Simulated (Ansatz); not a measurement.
## Hypothetical diamond Te: pressure series

Consider Te in the diamond structure (space group Fd-3m, No. 227; a = 7.185 Å; a hypothetical phase, not in the database extracts checked).

Cell and atoms are relaxed at each pressure.

Computed with PBE (Ansatz, an electronic-structure program), no SOC.

```csv
P (GPa),V (Å³/atom)
-1.98,50.793
-1.00,48.315
0.30,45.861
0.70,45.227
1.49,44.088
3.00,42.267
5.00,40.332
7.49,38.407
10.01,36.829
```

A third-order Birch–Murnaghan fit to these points gives V₀ = 46.38 Å³/atom, B₀ = 27 GPa and B₀′ = 4.3. At pressure 10 GPa the volume is 79.4 % of V₀.

Load acts through the strain it causes; cell and atoms are relaxed under it. No phonon test of stability was made. Competing high-pressure phases were not computed.
